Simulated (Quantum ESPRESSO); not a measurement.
Worked example: self-consistent single point of GaBi (F-43m, 2 atoms in the cell) in Quantum ESPRESSO.

Level of theory: PBEsol, SSSP 1.1.2 efficiency (PBE) pseudopotentials (plane waves; Quantum ESPRESSO 7.5).

```xyz
2
Lattice="-3.1827 0.0000 3.1827 0.0000 3.1827 3.1827 -3.1827 3.1827 0.0000" Properties=species:S:1:pos:R:3 pbc="T T T"
Ga    -1.5913     1.5913     1.5913
Bi     0.0000     0.0000     0.0000
```

Reference input (self-consistent single point, DFT, LDA (PW92), plane waves, PseudoDojo standard norm-conserving (LDA) pseudopotentials): ecutwfc = 80 Ry; occupations = smearing; smearing = gaussian; degauss = 0.0147 Ry; potentials = {Ga: Ga.upf, Bi: Bi.upf}; K_POINTS = automatic 12 12 12 0 0 0; conv_thr = 1e-10 Ry; mixing_beta = 0.7. This run's input differs from it in these lines:

```diff
@@ -14,3 +14,4 @@
     ntyp = 2
-    ecutwfc = 80
+    ecutwfc = 70
+    ecutrho = 560
     occupations = 'smearing'
@@ -18,2 +19,3 @@
     degauss = 0.0147
+    input_dft = 'pbesol'
 /
@@ -24,4 +26,4 @@
 ATOMIC_SPECIES
-Ga    69.7230  Ga.upf
-Bi   208.9804  Bi.upf
+Ga    69.7230  Ga.pbe-dn-kjpaw_psl.1.0.0.UPF
+Bi   208.9804  Bi_pbe_v1.uspp.F.UPF
 ATOMIC_POSITIONS {angstrom}
```

Log, with long lists cut:

```
     Self-consistent Calculation

     iteration #  1     ecut=    70.00 Ry     beta= 0.70

---- Real-time Memory Report at c_bands before calling an iterative solver
           359 MiB given to the printing process from OS
           152 MiB allocation reported by mallinfo(arena+hblkhd)
------------------

     negative rho (up, down):  4.212E-02 0.000E+00

     total energy              =    -459.58630591 Ry
     estimated scf accuracy    <       0.58674518 Ry

     iteration #  2     ecut=    70.00 Ry     beta= 0.70

---- Real-time Memory Report at c_bands before calling an iterative solver
   [... lines left out ...]
           465 MiB given to the printing process from OS
           191 MiB allocation reported by mallinfo(arena+hblkhd)
------------------

     negative rho (up, down):  4.435E-02 0.000E+00

     total energy              =    -459.79846933 Ry
     estimated scf accuracy    <          1.0E-10 Ry

     iteration # 13     ecut=    70.00 Ry     beta= 0.70

---- Real-time Memory Report at c_bands before calling an iterative solver
           465 MiB given to the printing process from OS
           191 MiB allocation reported by mallinfo(arena+hblkhd)
------------------

     negative rho (up, down):  4.435E-02 0.000E+00
     End of self-consistent calculation

     the Fermi energy is     7.3909 ev

!    total energy              =    -459.79846933 Ry
     estimated scf accuracy    <          4.7E-11 Ry
     smearing contrib. (-TS)   =      -0.00029635 Ry
     internal energy E=F+TS    =    -459.79817299 Ry

      -> PAW hartree energy AE =     141.07838886 Ry
      -> PAW hartree energy PS =    -139.01393722 Ry
      -> PAW xc energy AE      =    -147.86947163 Ry
      -> PAW xc energy PS      =      37.26433047 Ry
      -> total E_H with PAW    =     116.69468939 Ry
      -> total E_XC with PAW   =    -212.41597481 Ry

     convergence has been achieved in  13 iterations

     negative rho (up, down):  4.435E-02 0.000E+00

     Forces acting on atoms (cartesian axes, Ry/au):

   [... lines left out ...]
     Total force =     0.000000     Total SCF correction =     0.000000
   [... lines left out ...]

     negative rho (up, down):  4.435E-02 0.000E+00
          total   stress  (Ry/bohr**3)                   (kbar)     P=       -6.92
  -0.00004704  -0.00000000   0.00000000           -6.92       -0.00        0.00
  -0.00000000  -0.00004704   0.00000000           -0.00       -6.92        0.00
   0.00000000   0.00000000  -0.00004704            0.00        0.00       -6.92

   JOB DONE.
```

The run converged in 13 iterations. Against the reference run the pressure goes from -2.05 to -0.69 GPa.

The starting cell comes from a database of computed structures (which also holds hypothetical and non-ambient phases and stackings), without a prior relaxation at this level.

Cost on one core of a shared machine: roughly 2 min.
